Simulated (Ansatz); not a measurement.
Take SrHfO$_{3}$ (space group Imma, No. 74; a cell from a computed database, its experimental status unchecked) as the base.

```
CELL_PARAMETERS angstrom
     -2.88396     4.04934     2.89273
      2.88396    -4.04934     2.89273
      2.88396     4.04934    -2.89273
ATOMIC_POSITIONS crystal
  Sr 0.23968 0.48968 0.75000
  Sr 0.76032 0.51032 0.25000
  Hf 0.00000 0.00000 0.00000
  Hf 0.50000 0.00000 0.50000
  O  0.79427 0.50000 0.79427
  O  0.20573 0.50000 0.20573
  O  0.20573 0.00000 0.70573
  O  0.79427 0.00000 0.29427
  O  0.66918 0.91918 0.75000
  O  0.33082 0.08082 0.25000
```

Cartesian axes are those of the cell as printed.

Level of theory: PBEsol/PAW in Ansatz (a first-principles code), no SOC.

Before the change:

```
Item       Result
--------  -------
Band gap  4.00 eV
```

Perturbation: biaxial strain −1.14 %, plane normal [001], relaxed out of plane (Cartesian); in-plane vectors clamped, the third vector and the atoms free.

### Question
What does the calculation give for the band gap after the change?

### Answer
The band gap drops by 0.06 eV, from 4.00 eV to 3.94 eV.

### Question
Predict the new ratio −ε⊥/ε∥.

### Answer
The ratio −ε⊥/ε∥ is 0.65.

Spin-orbit coupling, missing from the scalar runs, can matter with Hf. Whether these cells are dynamically stable was not tested.
